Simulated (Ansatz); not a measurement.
Base system: Ca in the fcc (Cu type) structure (space group Fm-3m, No. 225; a = 5.568 Å).

The other end (x = 1) is Mg in the fcc (Cu type) structure (space group Fm-3m, No. 225; a model cell, its experimental status unchecked): 22.73 Å³/atom, gap zero; this end may not be an ambient phase.

Calculations: Kohn–Sham DFT with the r2SCAN functional, run in Ansatz (a first-principles code) with PAW and 500 eV plane waves, scalar-relativistic without spin-orbit coupling.

Mg replaces a fraction x of Ca; each row is one arrangement (x, atoms in the cell, starting space group or random), fully relaxed.

One change was made to it. Results:

The mixing energy amounts to -0.04 eV/atom (to 0.01 eV only: unlike meshes or grids) (against an end that may be hypothetical); the shortest interatomic distance decreases by 0.5529 Å, from 3.937 Å to 3.385 Å; the deviation of the volume from the linear (Vegard-type) interpolation amounts to -9.4 %.

Problem. Which change produced these results?
A) x(Mg) = 0.667, 3 atoms, P-3m1
B) x(Mg) = 0.5, 4 atoms, C2/m
C) x(Mg) = 0.5, 4 atoms, I4_1/amd
D) x(Mg) = 0.5, 4 atoms, P4/nmm

Solution. C, x(Mg) = 0.5, 4 atoms, I4_1/amd. For comparison, the shortest interatomic distance in the other runs: x(Mg) = 0.667, 3 atoms, P-3m1 gives 3.205 Å; x(Mg) = 0.5, 4 atoms, P4/nmm gives 3.102 Å; x(Mg) = 0.5, 4 atoms, C2/m gives 3.097 Å.

These are small ordered cells, not random alloys; other orderings at the same x differ. Stability against distortions was not tested. Under x(Mg) = 0.5, 4 atoms, I4_1/amd and x(Mg) = 0.5, 4 atoms, P4/nmm the cell changed shape so far that it is another structure. This is not the structure that Mg has at room temperature and ambient pressure.
